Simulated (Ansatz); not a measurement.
## Ir: biaxial strain −0.29 %, plane normal [110], relaxed out of plane

The parent structure is Ir in the fcc (Cu type) structure (space group Fm-3m, No. 225; a = 3.844 Å). Axes: x, y, z lie along the cube axes.

It is then changed as follows: compressive biaxial strain of 0.29 % in the plane normal to [110], as in epitaxy on a mismatched substrate; the out-of-plane cell vector and the atoms relax.

Computed with r2SCAN, PAW, 500 eV (Ansatz, a first-principles code; no SOC). Γ-centred 21×21×21 mesh, Fermi–Dirac width 0.05 eV.

The space group goes from Fm-3m (No. 225) to Immm (No. 71) and the shortest interatomic distance drops by 0.0079 Å, from 2.718 Å to 2.711 Å. The energy increases by 0.6 meV/atom and the pressure (mean of the normal stresses, compression positive) goes from zero to 1.6 GPa. The band gap is still zero and the out-of-plane strain is +0.17 % (rough). The mean in-plane stress (compression positive) comes out as +2.3 GPa (rough).

Final structure (turned so that z lies along the plane normal):

```
Ir
1.0
    2.71053     0.00000     0.00000
    0.00000     3.83327     0.00000
    1.35527     1.91664     1.36156
Ir
1
Direct
  0.00000   0.00000   0.00000
```

Without a gap, meshes like the base's 21×21×21 leave anisotropic stresses uncertain by several tenths of a GPa, and small strain energies with them. Whether these cells are dynamically stable was not tested. The final runs are not spin-polarised.
